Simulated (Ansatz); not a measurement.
For ScAl₂ (model structure, started from the MoSi2 type, I4/mmm, No. 139, 3 atoms in the cell), LDA in Ansatz (PAW) gives:

```
Item                        Value
-------------------  ------------
lattice parameter a       3.084 Å
lattice parameter c      11.028 Å
bulk modulus             82.7 GPa
cohesive energy      4.58 eV/atom
```

Problem. What does r²SCAN in Ansatz (plane waves, PAW) give for the same quantities?

Solution. 
- lattice constant a: 3.142 Å (increases by 1.9 %)
- lattice parameter c: 11.100 Å (grows by 0.7 %)
- bulk modulus: 80.5 GPa (decreases by 2.7 %)
- cohesive energy: 4.00 eV/atom (drops by 0.58 eV/atom)

Changes are worked out from the printed values.

Unless a cell is named, each level is at its own relaxed cell (LDA 17.48, r²SCAN 18.27 Å³/atom).

The crystal itself was run without spin with LDA, r²SCAN; a magnetic state was not tried in these runs.

Caveats: the bulk modulus is −V dP/dV from two relaxed cells at ±2 % in volume (LDA, r²SCAN). Ansatz's density-functional and Hartree–Fock values are scalar-relativistic unless marked +SOC, with PAW data made under PBE.

A model structure was made by putting elements into a prototype or built by hand; it is no filed structure, need not be a known phase, and can be a saddle point held by its symmetry.

Ansatz is a quantum-chemistry and plane-wave program.
